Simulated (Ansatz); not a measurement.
```xyz
3
Lattice="0.0000 2.5168 2.5168 2.5168 0.0000 2.5168 2.5168 2.5168 0.0000" Properties=species:S:1:pos:R:3 pbc="T T T"
Hf     0.0000     0.0000     0.0000
O      1.2584     1.2584     1.2584
O      3.7752     3.7752     3.7752
```

No spin polarisation.

The values are results of Ansatz (an electronic-structure program) r2SCAN, no spin-orbit coupling, earlier PAW set, not measurements. k-mesh 11×11×11 (Γ-centred); smearing 0.05 eV (Fermi–Dirac).

Q: Predict the gap character and width of the top valence band.

A: 
- Gap character: direct at X
- Width of the top valence band: 1.92 eV

With Hf present, leaving out spin-orbit coupling can change the band edges. Load acts through the strain it causes; cell and atoms are relaxed under it. No phonon test of stability was made. The cell was made from HfO₂ in the fluorite structure (space group Fm-3m, No. 225) by this change: pressure 4.2 GPa. This is not the structure that HfO2 has at room temperature and ambient pressure.
